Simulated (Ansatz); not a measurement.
## How the smallest direct gap on the k points sampled of TiZn2O4 (Imma, No. 74; start mp-33631) moves with the method

No measured value is used here.

```tsv
level (code)	value (eV)
LDA (Ansatz)	1.67
PBEsol (Ansatz)	1.71
r²SCAN (Ansatz)	2.07
```

Computed values are for a static lattice.  Values are at the PBEsol cell. Cutoffs differ between the levels. Ansatz's density-functional and Hartree–Fock values are scalar-relativistic unless marked +SOC, with PAW data made under PBE.

A start named mp-… is a Materials Project structure, which can be a computed phase never made.

Ansatz is an electronic-structure program.
